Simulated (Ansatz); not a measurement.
We consider cubic perovskite BaLiF₃, described by LDA in Ansatz (PAW).

Settings: plane-wave cutoff 520 eV, 8×8×8 k mesh, Fermi–Dirac smearing 0.01 eV, scalar-relativistic PAW data made under PBE.

On both sides of the equilibrium volume: at 11.509 Å³/atom the pressure is 2.06 GPa and the direct gap at Γ 6.697 eV; at 11.979 Å³/atom they are -1.70 GPa and 6.649 eV. The fitted bulk modulus is 93.3 GPa.

Q: Work out the volume deformation potential of this gap and its pressure coefficient, in two ways.

A: a_V = dE_g/d ln V = (6.649 − 6.697)/ln(11.979/11.509) = -1.20 eV. Since dP = −B d ln V, dE_g/dP = −a_V/B = 13 meV/GPa. Straight from the pressures: (6.697 − 6.649)/(2.06 − (-1.70)) = 13 meV/GPa. At this level and over this range the gap at Γ widens under pressure.

Spin–orbit coupling is not included.

Note: the relaxation could not lower the start's symmetry, so the cell can be a saddle point above a distorted one.

Ansatz is a program for electronic structure.
